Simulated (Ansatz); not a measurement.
Here is the system:

```
Ta
1.0
   -1.64114     1.64114     1.64114
    1.64114    -1.64114     1.64114
    1.64114     1.64114    -1.64114
Ta
1
Direct
  0.00000   0.00000   0.00000
```

These are PBEsol, DFPT electron-phonon coupling, linearised Boltzmann equation (plane waves, PAW, scalar-relativistic; Ansatz, a program for electronic structure) values and carry that method's errors. Geometry: relaxed with this functional, without spin-orbit coupling.

Question: Predict the intrinsic resistivity at 300 K.

Answer: 12.6 μΩ·cm.

Question: And the electrons' mean free path at that temperature?

Answer: 3.7 nm, weighted by the current that each state carries. Wires not much wider than this gain resistivity from their walls.

A metal at this level (no band gap). Only scattering by harmonic phonons is included (no impurities, grain boundaries, electron-electron scattering or thermal expansion). Spin-orbit coupling is left out, which matters with elements this heavy. The run warned that the eigensolver left some states short of its tolerance. Halving the electron mesh (36x36x36) moves the resistivity by up to 2 % at 300 K, the mean free path by up to 2 %. Smearing 0.20 eV; phonons on a 6x6x6 q mesh, which this run doesn't test.
